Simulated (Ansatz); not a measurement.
Input and output of a self-consistent single point for VMo (Cmm2, 2 atoms in the cell) (Ansatz, a first-principles code).

Method of the run: LDA (PW92), default PAW files made with PBE (plane waves; Ansatz).

```yaml
crystal:
  lattice:
    - [1.52959, -2.21291, 0.00000]
    - [1.52959, 2.21291, 0.00000]
    - [0.00000, 0.00000, 4.20786]
  atoms:
    - { symbol: V, position: [0.50000, 0.50000, 0.51188] }
    - { symbol: Mo, position: [0.00000, 0.00000, 0.00000] }
```

Reference input (self-consistent single point, DFT, LDA (PW92), plane waves, default PAW files made with PBE): basis.ecutwfc = 420 eV; kpoints.mp_grid.grid = 13 13 8; hamiltonian.xc = lda; hamiltonian.pseudopotentials = {kind: paw} (the program's default PAW files); scf.occupations.method = gaussian; scf.occupations.width = 0.1 eV. This run's input differs from it in these lines:

Ansatz 0.2 input:
```diff
@@ -13,3 +13,3 @@
   mp_grid:
-    grid: [13, 13, 8]
+    grid: [21, 21, 13]
 hamiltonian:
@@ -20,4 +20,4 @@
   occupations:
-    method: gaussian
-    width: 0.1 eV
+    method: methfessel_paxton
+    width: 0.01 eV
 output:
```

Log, with long lists cut:

```
SCF iter   1: F=—  HF=-7703.485422 eV  |F-HF|=—  |Δ(HF+E_count)|=         —  Δρ=1.00e-2  dr2=3.77e-2  ethr=1.77e-3  ⟨swp⟩=5.0  Hψ=63635  notcnv=0
all-band conjugate gradients solve this SCF's bands
preconditioner: auto → none
SCF iter   2: F=—  HF=-7703.485376 eV  |F-HF|=—  |Δ(HF+E_count)|=   4.57e-5  S|Δr|=    0.00e0  Δρ=7.54e-3  dr2=2.77e-2  ethr=1.40e-4  ⟨swp⟩=2.0  Hψ=24585  notcnv=0  defer=128
   [... lines left out ...]
SCF iter   5: F=—  HF=-7703.483140 eV  |F-HF|=—  |Δ(HF+E_count)|=   4.38e-5  S|Δr|=    0.00e0  Δρ=1.66e-4  dr2=1.57e-5  ethr=6.42e-7  ⟨swp⟩=2.7  Hψ=27983  notcnv=0  defer=390
SCF iter   6: F=—  HF=-7703.483128 eV  |F-HF|=—  |Δ(HF+E_count)|=   1.21e-5  S|Δr|=    0.00e0  Δρ=5.84e-5  dr2=9.73e-7  ethr=5.81e-8  ⟨swp⟩=2.0  Hψ=20224  notcnv=0  defer=390
SCF iter   7: F=-7703.483128 eV  HF=-7703.483128 eV  |F-HF|=5.84e-9  |Δ(HF+E_count)|=   1.19e-7  S|Δr|=    0.00e0  Δρ=1.54e-5  dr2=3.68e-8  ethr=3.70e-10  ⟨swp⟩=4.2  Hψ=57288  notcnv=0
SCF 1 converged in 7 iterations: F = -7703.483128 eV  dr2 = 3.68e-8
Stability not checked (fill_not_monotonic)
Free energy (F): -7703.483128 eV
Internal energy: -7703.483140 eV  (E = F + TS)
E sigma→0 (E₀):  -7703.483131 eV
Entropy (-TS):   0.000012 eV (0.006 meV/atom)
Fermi energy:    18.939480 eV
--- Forces (eV/Å), atoms counted from 1 ---
  atom   1  V      0.00000000     0.00000000    -0.44257628
  atom   2  Mo     0.00000000     0.00000000     0.44264973
--- Stress (GPa, compression-positive) ---
       -7.581603       0.000000       0.000000
        0.000000      -7.853633       0.000000
        0.000000       0.000000      -7.417360
  P = ⅓ Tr σ = -7.6175 GPa (-76.175 kbar)
  The stress holds the Pulay correction. Without it, at fixed plane waves, as pw.x and ABINIT print it: P = -7.6609 GPa
```

The run converged in 7 iterations. Against the reference run the free energy hardly moves (within 1 meV/atom), the pressure goes from -7.49 to -7.62 GPa and the largest force moves little (0.435 to 0.443 eV/Å).

The starting cell comes from a database of computed structures (which also holds hypothetical and non-ambient phases and stackings), without a prior relaxation at this level. Its lattice was rescaled by up to half a per cent. One atom was moved a little off its site on purpose. Spin polarisation is off. With a pressure of about -8 GPa the cell is away from its equilibrium volume at this level. Ansatz's pressure includes its estimate of the finite-basis (Pulay) stress.

Cost on one core of a shared machine: roughly 30 s.
